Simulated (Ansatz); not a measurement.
We consider GeSb2Te4 (R3m, No. 160, 7 atoms in the cell; start mp-1224350), described by LDA in Ansatz (PAW).

Settings: plane-wave cutoff 520 eV, 10×10×10 k mesh, Fermi–Dirac smearing 0.01 eV, scalar-relativistic PAW data made under PBE.

Cell (relaxed with PBE-D3(BJ)):

```cif
data_GeSb2Te4
_chemical_formula_sum 'Ge1 Sb2 Te4'
_space_group_name_H-M_alt 'P 1'
_space_group_IT_number 1
_cell_length_a 13.85178
_cell_length_b 13.85178
_cell_length_c 13.85178
_cell_angle_alpha 17.674
_cell_angle_beta 17.674
_cell_angle_gamma 17.674
loop_
_space_group_symop_operation_xyz
  'x, y, z'
loop_
_atom_site_label
_atom_site_type_symbol
_atom_site_fract_x
_atom_site_fract_y
_atom_site_fract_z
_atom_site_occupancy
Ge1 Ge 0.43131 0.43131 0.43131 1
Sb1 Sb 0.57189 0.57189 0.57189 1
Sb2 Sb 0.00162 0.00162 0.00162 1
Te1 Te 0.13313 0.13313 0.13313 1
Te2 Te 0.86356 0.86356 0.86356 1
Te3 Te 0.28783 0.28783 0.28783 1
Te4 Te 0.71072 0.71072 0.71072 1
```

**Question.** What does this level give for the band gap, smallest direct gap on the k points sampled and direct gap at Γ?

**Answer.** 
band gap: 0.25 eV
smallest direct gap on the k points sampled: 0.30 eV
direct gap at Γ: 0.63 eV

Note: cell and atoms aren't relaxed at this level (largest force component 0.29 eV/Å, pressure -1.9 GPa).

Spin–orbit coupling is not included; it can close the smallest gap of 0.25 eV.

Computed values are for the static lattice.

Computing time: around 4 core-minutes (rough).

A start named mp-… is a Materials Project structure, which need not be a measured phase.

Ansatz is a first-principles code.
